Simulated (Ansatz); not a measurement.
Consider Hf in the hcp (Mg type) structure (space group P6_3/mmc, No. 194; a = 3.198 Å, c = 5.047 Å). Axes: x lies along a and z along c of the hexagonal cell.

The values are results of r2SCAN, PAW, 500 eV (Ansatz, a quantum-chemistry and plane-wave program; no spin-orbit coupling), not measurements.

Base values:

Shortest interatomic distance: 3.127 Å

Perturbation: a free-standing slab of 4 layers (4 atoms, 1 a layer) is cut normal to the z axis, with 15 Å of vacuum and the in-plane cell held at bulk.

### Question
How does this affect the excess energy per area of both faces and shortest interatomic distance?

### Answer
The excess energy per area of both faces (slab less bulk energy over the cell's area: twice a surface energy) amounts to 3.9 J/m² (uncertain by up to 0.07 J/m²); the shortest interatomic distance decreases by 0.137 Å to 2.990 Å.

Slab and bulk use different k-meshes, which limits the precision of the excess energy. Stability against distortions was not tested. The final runs are not spin-polarised.
